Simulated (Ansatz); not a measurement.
Band gap of Ca₃P₂ (model structure, started from the A-La2O3 type, P-3m1, No. 164, 5 atoms in the cell) at several levels of theory

No measured value is used here.

Problem. Put these levels in order of the band gap that they give for Ca₃P₂ (model structure, started from the A-La2O3 type, P-3m1, No. 164, 5 atoms in the cell), smallest first: HSE06 (Ansatz, a quantum-chemistry and plane-wave program), LDA (Ansatz), r²SCAN (Ansatz), r²SCAN0 (Ansatz).

Solution. LDA (0.84 eV), r²SCAN (1.22 eV), HSE06 (1.58 eV), r²SCAN0 (2.40 eV)

Computed values are for a static lattice.  Values are at the PBEsol cell. Cutoffs and k meshes differ between the levels. Ansatz's density-functional and Hartree–Fock values are scalar-relativistic unless marked +SOC, with PAW data made under PBE.

A model structure was made by putting elements into a prototype or built by hand; it is no filed structure, need not be a known phase, and can be a saddle point held by its symmetry.
